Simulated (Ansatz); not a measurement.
Partial pair distribution functions of a relaxed model of amorphous germanium selenide (Ge₁₂Se₄₈), broadened by 0.06 Å; density 4.70 g/cm³. Method: PBE, scalar-relativistic without spin-orbit coupling, PAW (Ansatz default set, large-core Se) (plane waves to 420 eV; Ansatz, a quantum-chemistry and plane-wave program).

The cell was made by melting and quenching with the CHGNet potential and then relaxed with DFT. It is a model cell: composition and starting density were chosen by hand, and all elements were melted together. No dispersion term was used. Its density started from a set value of 4.70 and ended at 4.70 g/cm³. The quench (nominally 74 K/ps over its main leg) was far faster than any real one, so the model tends to hold more defects than a real film. One small periodic cell is one sample of the glass; other quenches scatter about these values. The volume was held where the preparation left it, at a PBE pressure of 1.8 GPa. Stress components on the final sampling reach 2.7 GPa. The cell is metastable: after charging and discharging, a neutral geometry 0.18 eV lower was met.

| r (Å) | g Se-Se | g Ge-Se | g Ge-Ge |
|---|---|---|---|
| 2.15 | 0.00 | 0.00 | 0.00 |
| 2.25 | 0.31 | 0.47 | 0.00 |
| 2.35 | 1.97 | 5.70 | 0.00 |
| 2.45 | 1.90 | 8.29 | 0.00 |
| 2.55 | 0.65 | 2.32 | 0.00 |
| 2.65 | 0.34 | 0.54 | 0.00 |
| 2.75 | 0.14 | 0.39 | 0.00 |
| 2.85 | 0.15 | 0.18 | 0.00 |
| 2.95 | 0.18 | 0.01 | 0.00 |
| 3.05 | 0.55 | 0.09 | 0.00 |
| 3.15 | 0.75 | 0.44 | 0.25 |
| 3.25 | 0.96 | 0.63 | 1.16 |
| 3.35 | 1.07 | 0.84 | 1.07 |
| 3.45 | 1.37 | 0.98 | 2.04 |
| 3.55 | 1.46 | 1.28 | 1.43 |
| 3.65 | 1.38 | 1.55 | 0.28 |
| 3.75 | 1.68 | 1.57 | 0.03 |
| 3.85 | 1.95 | 1.06 | 0.49 |
| 3.95 | 1.80 | 1.16 | 0.63 |
| 4.05 | 1.88 | 1.09 | 0.05 |
| 4.15 | 1.56 | 0.55 | 0.09 |
| 4.25 | 1.02 | 0.52 | 0.66 |
| 4.35 | 0.83 | 0.74 | 0.94 |
| 4.45 | 0.80 | 0.96 | 1.78 |
| 4.55 | 0.77 | 0.60 | 1.27 |
| 4.65 | 0.70 | 0.64 | 0.70 |
| 4.75 | 0.87 | 0.87 | 0.58 |
| 4.85 | 0.79 | 0.82 | 1.85 |
| 4.95 | 0.52 | 0.87 | 1.89 |
| 5.05 | 0.65 | 1.10 | 0.95 |
| 5.15 | 0.99 | 1.00 | 0.20 |
| 5.25 | 1.22 | 0.62 | 0.62 |
| 5.35 | 0.96 | 0.91 | 0.80 |
| 5.45 | 0.99 | 1.30 | 0.39 |
| 5.55 | 1.34 | 1.34 | 0.58 |
| 5.65 | 1.20 | 1.43 | 0.82 |
| 5.75 | 1.02 | 1.44 | 0.61 |
| 5.85 | 0.90 | 1.09 | 1.30 |

Within 2.74 Å each Se has 1.12 Se neighbours on average.
